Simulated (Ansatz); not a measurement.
Functionals compared on NH2 on the 1x1 (0001) surface of hcp Co, ferromagnetic, one in a 2x2 cell, started at the site 'bridge Co-Co (span 2.5 Å)', in Ansatz (plane waves, PAW). The structure was relaxed with PBE; the other rows are single points on it, each with its references at the same level. Cutoff 420 eV.

Slab: 19 atoms, 6.0 Å thick at the start under the adsorbate (thin: gaps and levels are the slab's own); k 7x7x1, smearing 0.1 eV, dipole-corrected; 8 atoms held, the rest relaxed; no symmetry held; spin-polarised, no spin-orbit, no U, no dispersion correction. At the end it is bonded to 2 Co. In PBE it is, or lies within 0.03 eV of, the lowest of the starts that converged. These notes are the PBE run's. Adsorption energies are against NH3(g) − ½ H2(g). A negative adsorption energy means that the adsorbate is more stable on the surface than in its reference.

| functional | adsorption energy (eV) | work function of the top face (eV) | change of the work function (eV) | magnetic moment of the cell (μB) | rough cost of the single point |
|---|---|---|---|---|---|
| PBE | -0.09 | 3.28 | -1.70 | 26.66 | – |
| RPBE | [?] | [?] | [?] | 26.89 | roughly 22 core-minutes |

**Question.** Complete the blanks.

**Answer.** 
- RPBE, adsorption energy (eV): 0.18
- RPBE, work function of the top face (eV): 3.17
- RPBE, change of the work function (eV): -1.63

Ansatz is a quantum-chemistry and plane-wave program.
